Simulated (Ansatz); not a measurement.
Start from GaN in the zinc blende structure (space group F-43m, No. 216; a = 4.4981 Å).

Levels (all Ansatz, a first-principles code, PAW): PBEsol (420 eV, no spin-orbit coupling); HSE06+SOC (420 eV, noncollinear with spin-orbit coupling).

The geometry is relaxed with PBEsol.

```
Property                                   Result
----------------------------  -------------------
PBEsol valence-band top at Γ  0.00, 0.00, 0.00 eV
PBEsol band gap                           1.70 eV
```

Predict the valence-band top at Γ and band gap from HSE06+SOC.

The valence-band top at Γ (three highest Kramers pairs, from the VBM) becomes 0.00, 0.00, -0.02 eV (PBEsol: 0.00, 0.00, 0.00 eV); the band gap grows by 1.29 eV, from 1.70 eV to 2.99 eV. The threefold valence maximum splits by Δso ≈ 21 meV.

Single points use the geometry relaxed with PBEsol. The spin-orbit shifts are approximate. Stability against distortions was not tested. This is not the structure that GaN has at room temperature and ambient pressure.
